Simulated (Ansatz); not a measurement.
Consider TiO2 in the anatase structure (space group I4_1/amd, No. 141; a = 3.778 Å, c = 9.584 Å).

Method: r2SCAN, PAW, 500 eV (Ansatz, a quantum-chemistry and plane-wave program; no SOC).

Before the change:

```
Property               Value
-------------------  -------
Lattice parameter a  3.778 Å
Smallest direct gap  2.87 eV
Band gap             2.53 eV
```

Modification: a hydrostatic pressure of 18 GPa.

Problem. How does this affect the lattice parameter a, smallest direct gap and band gap?

Solution. The lattice parameter a falls by 0.041 Å (3.778 Å → 3.737 Å); the smallest direct gap rises by 0.07 eV, from 2.87 eV to 2.94 eV; the band gap drops by 0.145 eV, from 2.53 eV to 2.38 eV.

Load acts through the strain it causes; cell and atoms are relaxed under it. Stability against distortions was not tested. No other phases were tried under pressure. The final runs are not spin-polarised.
